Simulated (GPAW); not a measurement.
## Input and output of a self-consistent single point for HfH2 (I4/mmm, 3 atoms in the cell) (GPAW)

Computed with PBEsol, GPAW PAW datasets PBEsol (made by gpaw-setup) (plane waves; GPAW).

The input file:

```python
from ase import Atoms
from ase.units import GPa
from gpaw import GPAW

atoms = Atoms(['Hf', 'H', 'H'],
              cell=[[-1.730705, 1.730705, 2.144800],
                    [1.730705, -1.730705, 2.144800],
                    [1.730705, 1.730705, -2.144800]],
              scaled_positions=[[0.000000, 0.000000, 0.000000],
                                [0.250000, 0.750000, 0.500000],
                                [0.750000, 0.250000, 0.500000]],
              pbc=True)

calc = GPAW(mode={'name': 'pw', 'ecut': 800},
            xc='PBEsol',
            kpts=(9, 9, 9),
            occupations={'name': 'methfessel-paxton', 'width': 0.136, 'order': 0},
            nbands=-9,
            convergence={'density': 1e-05},
            symmetry={'symmorphic': False, 'tolerance': 0.0005},
            maxiter=100,
            txt='-')

atoms.calc = calc

energy = atoms.get_potential_energy()
print('Energy (eV):', round(energy, 6))
forces = atoms.get_forces()
print('Forces (eV/Ang):')
print(forces.round(5))
stress = atoms.get_stress()
print('Stress (GPa, Voigt):', (stress / GPa).round(4))
```

Output (repeated stretches shortened):

```
Input parameters:
  convergence: {density: 1e-05}
  kpts: [9 9 9]
  maxiter: 100
  mode: {ecut: 800,
         name: pw}
  nbands: -9
  occupations: {name: methfessel-paxton,
                order: 0,
                width: 0.136}
  symmetry: {symmorphic: False,
             tolerance: 0.0005}
  xc: PBEsol

species:
  Hf:
    name: Hafnium
    Z: 72.0
    valence: 12
    core: 60
    charge: 0.0
    file: Hf.PBEsol.gz

    # Using partial waves for Hf as LCAO basis

  H:
    name: Hydrogen
    Z: 1.0
    valence: 1
    core: 0
    charge: 0.0
    file: H.PBEsol.gz

    # Using partial waves for H as LCAO basis

Reference energy: -409786.864143  # eV

Spin-paired calculation

Convergence criteria:
 Maximum [total energy] change in last 3 cyles: 0.0005 eV / valence electron
 Maximum integral of absolute [dens]ity change: 1e-05 electrons / valence electron
 Maximum integral of absolute [eigenst]ate change: 4e-08 eV^2 / valence electron
 Maximum number of scf [iter]ations: 100

Symmetries present (total): 16
Symmetries with fractional translations: 0
729 k-points: 9 x 9 x 9 Monkhorst-Pack grid
75 k-points in the irreducible part of the Brillouin zone
       k-points in crystal coordinates                weights
   0:     0.00000000    0.00000000    0.00000000          1/729
   1:     0.11111111   -0.11111111    0.00000000          4/729
   2:     0.11111111   -0.11111111    0.11111111          4/729
   [... 7 lines left out ...]
          ...
  74:     0.44444444    0.44444444    0.44444444          8/729

Wave functions: Plane wave expansion
  Cutoff energy: 800.000 eV
  Number of coefficients (min, max): 1286, 1340
  Pulay-stress correction: 0.000000 eV/Ang^3 (de/decut=0.000000)

Occupation numbers: Methfessel-Paxton:
  width: 0.1360  # eV
  order: 0

Eigensolver

Densities:
  Coarse grid: 24*24*24 grid
  Fine grid: 48*48*48 grid
  Total Charge: 0.000000

Density mixing:
  Method: separate
  Backend: pulay
  Linear mixing parameter: 0.05
  old densities: 5
  Damping of long wavelength oscillations: 50

Hamiltonian:
  XC and Coulomb potentials evaluated on a 48*48*48 grid
  External potential:
    NoExternalPotential

XC parameters: PBEsol with 2 nearest neighbor stencil

Number of atoms: 3
Number of atomic orbitals: 15
Number of bands in calculation: 16
Number of valence electrons: 14
Bands to converge: occupied

Density initialized from atomic densities
  15 bands from LCAO basis set
  1 band from random numbers

Atomic positions and initial magnetic moments

Positions:
   0 Hf     0.000000    0.000000    0.000000    ( 0.0000,  0.0000,  0.0000)
   1 H      1.730705    0.000000    1.072400    ( 0.0000,  0.0000,  0.0000)
   2 H      0.000000    1.730705    1.072400    ( 0.0000,  0.0000,  0.0000)

Unit cell:
           periodic     x           y           z      points  spacing
  1. axis:    yes   -1.730705    1.730705    2.144800    24     0.1122
  2. axis:    yes    1.730705   -1.730705    2.144800    24     0.1122
  3. axis:    yes    1.730705    1.730705   -2.144800    24     0.1020

  Lengths:   3.254358   3.254358   3.254358
  Angles:  115.744138 115.744138  97.544363

Effective grid spacing dv^(1/3) = 0.1230

     iter     time        total  log10-change:
                         energy   eigst   dens
iter:   1 --:--:--   -17.144405
iter:   2 --:--:--   -17.061158   -1.56  -1.10
iter:   3 --:--:--   -16.589864   -1.30  -1.13
iter:   4 --:--:--   -16.566547   -3.48  -1.99
iter:   5 --:--:--   -16.561355   -2.89  -2.05
iter:   6 --:--:--   -16.561889c  -4.14  -2.78
iter:   7 --:--:--   -16.561280c  -4.14  -2.81
iter:   8 --:--:--   -16.561221c  -5.82  -3.37
iter:   9 --:--:--   -16.561219c  -6.65  -3.83
iter:  10 --:--:--   -16.561220c  -7.38  -3.94
iter:  11 --:--:--   -16.561220c  -7.97c -4.59
iter:  12 --:--:--   -16.561220c  -9.60c -5.02c

Converged after 12 iterations.

Dipole moment: (0.000000, 0.000000, -0.000000) |e|*Ang

Energy contributions relative to reference atoms: (reference = -409786.864143)

Kinetic:        +13.852915
Potential:      -13.900968
External:        +0.000000
XC:             -16.037487
Entropy (-ST):   -0.006344
Local:           -0.472510
SIC:             +0.000000
--------------------------
Free energy:    -16.564392
Extrapolated:   -16.561220

Showing only first 2 kpts
 Kpt  Band  Eigenvalues  Occupancy
  0     5      8.74825    2.00000
  0     6      9.41430    2.00000
  0     7      9.41430    2.00000
  0     8     10.28755    0.00001

  1     5      6.79378    2.00000
  1     6      9.78770    1.53893
  1     7     10.48587    0.00000
  1     8     11.18225    0.00000

Fermi level: 9.85858

No gap
No difference between direct/indirect transitions
Energy (eV): -16.56122

Forces in eV/Ang:
  0 Hf    0.00000    0.00000   -0.00000
  1 H     0.00000    0.00000    0.00000
  2 H     0.00000    0.00000    0.00000

Stress tensor:
     0.003905     0.000000     0.000000
     0.000000     0.003905     0.000000
     0.000000     0.000000     0.006326
Stress (GPa, Voigt): [0.6257 0.6257 1.0135 0.     0.     0.    ]
```

The run converged in 12 iterations. GPAW prints stress with tension positive.

The starting cell comes from a database of computed structures (which also holds hypothetical and non-ambient phases and stackings), without a prior relaxation at this level. Spin-orbit coupling is off.

Cost on one core of a shared machine: roughly 30 s.
